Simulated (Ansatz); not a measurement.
Base system: Ta in the bcc (W type) structure (space group Im-3m, No. 229; a = 3.3205 Å; relaxed with 0.1 eV smearing).

Method: PBE (Ansatz, a program for electronic structure), no spin-orbit coupling.

Strains are applied to the cell and any free atomic positions relax.

One change was made to it. Results:

The pressure goes from zero to 13.2 GPa; the energy goes up by 42 meV/atom.

Name the change that was made.
A) isotropic strain −2.50 %
B) isotropic strain −1.00 %
C) isotropic strain +1.50 %
D) isotropic strain −2.00 %
E) isotropic strain +0.50 %

D, isotropic strain −2.00 %. For comparison, the energy relative to the base in the other runs: isotropic strain −2.50 % gives +67 meV/atom; isotropic strain +0.50 % gives +2.5 meV/atom; isotropic strain −1.00 % gives +10 meV/atom; isotropic strain +1.50 % gives +22 meV/atom.

No phonon test of stability was made. All final runs are without spin polarisation.
